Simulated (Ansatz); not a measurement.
The starting structures come from a database of crystals and need not be the phases stable at ambient conditions.

By LDA, the system below comes out a metal.

A figure of merit of an interconnect metal is its ballistic conductance per area.

Consider the following.

```
W2C
1.0
    3.07005     0.00000     0.00000
   -1.53503     2.65874     0.00000
    0.00000     0.00000     4.67843
W C
2 1
Direct
  0.33333   0.66667   0.74633
  0.66667   0.33333   0.25367
  0.00000   0.00000   0.00000
```

Space group of this cell: P-3m1. The cell is taken as given; by LDA its mean pressure is -15.6 GPa.

The current flows along the normal of the first two printed cell vectors, the (001) plane of the conventional cell. No spin-orbit coupling; the value is a mean over 0.1 eV about the Fermi level.

Problem. Compute, with Ansatz (a quantum-chemistry and plane-wave program) with LDA, the ballistic conductance per area.

Solution. 1.1 × 10¹⁵ S/m² for both spins.
